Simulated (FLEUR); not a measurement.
Input and output of a self-consistent single point for SbAs (R3m, 2 atoms in the cell) (FLEUR).

Method: LDA (Perdew-Zunger), all-electron FLAPW (FLEUR), scalar-relativistic valence.

```yaml
crystal:
  lattice:
    - [2.03272, 1.17359, 3.71659]
    - [-2.03272, 1.17359, 3.71659]
    - [0.00000, -2.34718, 3.71659]
  atoms:
    - { symbol: Sb, position: [0.22910, 0.22910, 0.22910] }
    - { symbol: As, position: [0.77090, 0.77090, 0.77090] }
```

Reference input (self-consistent single point, DFT, PBEsol, all-electron FLAPW (FLEUR), scalar-relativistic valence): Kmax = 4.2 1/bohr; GmaxXC = 16.8 1/bohr; xcFunctional = PBEs; jspins = 1; l_soc = F; mode = hist; fermiSmearingEnergy = 0.00367493 Htr; mesh (inpgen div1-3) = 7 7 7; inpgen gamma flag = false; Gmax = 16.8 1/bohr; numbands = 0; maxIterBroyd = 15. This run's input differs from it in these lines:

```diff
@@ -14,3 +14,3 @@
 &comp jspins=1 /
-&exco xctyp='PBEs' /
+&exco xctyp='pz' /
 &kpt div1=7 div2=7 div3=7 /
@@ -27,3 +27,3 @@
       <coreElectrons ctail="T" frcor="F" kcrel="0" coretail_lmax="0"/>
-      <xcFunctional name="PBEs" relativisticCorrections="F"/>
+      <xcFunctional name="pz" relativisticCorrections="F"/>
       <magnetism jspins="1"/>
```

The program printed (abridged):

```
 Iteration:     1   Distance:       4.38039440 me/bohr^3
 Iteration:     2   Distance:       4.04479956 me/bohr^3
 Iteration:     3   Distance:       2.13513808 me/bohr^3
 Iteration:     4   Distance:       0.77152109 me/bohr^3
 Iteration:     5   Distance:       0.65147609 me/bohr^3
   [... 6 lines left out ...]
 Iteration:    12   Distance:       0.00015336 me/bohr^3
 Iteration:    13   Distance:       0.00013655 me/bohr^3
 Iteration:    14   Distance:       0.00002289 me/bohr^3
 Iteration:    15   Distance:       0.00000456 me/bohr^3
 Reset of history
 Run finished successfully
 Stop message:
   Structural relaxation: new displacements generated

[file out, last iteration]
             iter=     16
[...]
          total density-effective poten   -1.4365561441E+04
          total charge density-energy d   -2.4597520944E+02
 Updated energy parameters for spin:           1
[...]
 fermi energy and band-weighting factors:

[...]
FERMIE:
          first approx. to ef    (T=0)  :   0.262401 htr   (energy of the highest occ. eigenvalue)
          number of occ. states  (T=0)  :        660
          first approx. to seigv (T=0)  : -18.211228 htr
          sum of weights of occ. states :  15.000000
          sum of semicore charge        :   0.000000 e
FERHIS:  Fermi-Energy by histogram:
          bandgap                     :   0.002745 htr
   [... lines left out ...]
          charge neutrality (T=0)     :   0.000000    (zero if the highest occ. eigenvalue is "entirely" occupied)
     EF_NEWTON:  Adjust Fermi-Energy by Newton-Method.
 Direct bandgap for spin            1 :    1.9868191317381101E-002  Htr
 ---->    free energy=                     -8736.2476734283 htr
   [... lines left out ...]
      extrapolation for T->0
 ---->    total electron energy=           -8736.2475250679 htr
 ***** TOTAL FORCES ON ATOMS *****
 TOTAL FORCE FOR ATOM TYPE=  1  X=  0.000   Y=  0.000   Z=  4.827
                       FX_TOT= 0.000000 FY_TOT= 0.000000 FZ_TOT= 0.001056
 TOTAL FORCE FOR ATOM TYPE=  2  X=  0.000   Y=  0.000   Z= -4.827
                       FX_TOT= 0.000000 FY_TOT= 0.000000 FZ_TOT=-0.001009
```

The run converged in 15 iterations. FLEUR gives forces in its relaxation mode, with a further iteration, so its stop message speaks of a relaxation. Against the reference run the largest force goes from 0.150 to 0.054 eV/Å.

The starting cell comes from a database of computed structures (which also holds hypothetical and non-ambient phases and stackings), without a prior relaxation at this level. Spin-orbit coupling is off. Values depend on the basis (sphere radii, cutoffs, local orbitals), which need not be converged. No gap is read from this output. The log's line on a gap gives a spacing of levels on this mesh, which the program prints for metals too.

Cost on one core of a shared machine: roughly 2 min.
